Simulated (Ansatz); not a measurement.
A calculation on rock-salt TaC returned lattice constant a 4.448 Å, bulk modulus 352 GPa.

For reference: lattice constant a 4.456 Å (measured, 300 K, not corrected to a static lattice; as tabulated in Wikipedia's data pages); bulk modulus 305 ± 5 GPa (measured, room temperature, no zero-point or thermal correction, our sources range from 305 to 345; as tabulated in Speziale et al., equation of state of TaC (DESY record 425561)).

**Question.** Which level of theory produced these numbers?
A. Hartree–Fock (Ansatz, a program for electronic structure)
B. HSE06 (Ansatz)
C. PBE+SOC (Ansatz)
D. PBE (Ansatz)

**Answer.** B, HSE06 (Ansatz)

The others give: PBE 4.475 Å, 324 GPa; Hartree–Fock 4.493 Å, 358 GPa; PBE+SOC 4.474 Å, 324 GPa.

Unless a cell is named, each level is at its own relaxed cell (Hartree–Fock 11.34, HSE06 11.00, PBE 11.21, PBE+SOC 11.19 Å³/atom).

Ansatz's density-functional and Hartree–Fock values are scalar-relativistic unless marked +SOC, with PAW data made under PBE.
